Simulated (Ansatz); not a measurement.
Given:

```
CELL_PARAMETERS angstrom
      0.00000     2.50296     2.50296
      2.50296     0.00000     2.50296
      2.50296     2.50296     0.00000
ATOMIC_POSITIONS crystal
  Mg 0.00000 0.00000 0.00000
  S  0.50000 0.50000 0.50000
```

The numbers are results of PBEsol with spin-orbit coupling, rigid bands (plane waves, PAW; Ansatz, a quantum-chemistry and plane-wave program), not measurements. Condition of this run: hydrostatic pressure 10 GPa (the target of the relaxation). Geometry: cell and atoms relaxed with PBEsol, then loaded as said.

Predict the hole conductivity mass (n e² τ/σ) at 300 K, by direction if it differs.

1.07 mₑ.

What conductivity effective mass do dilute electrons have at 300 K?

0.36 mₑ.

And the band gap?

2.89 eV at this level; semilocal functionals usually fall short of the measured gap.

Rigid bands, one relaxation time for all states, no polarons.
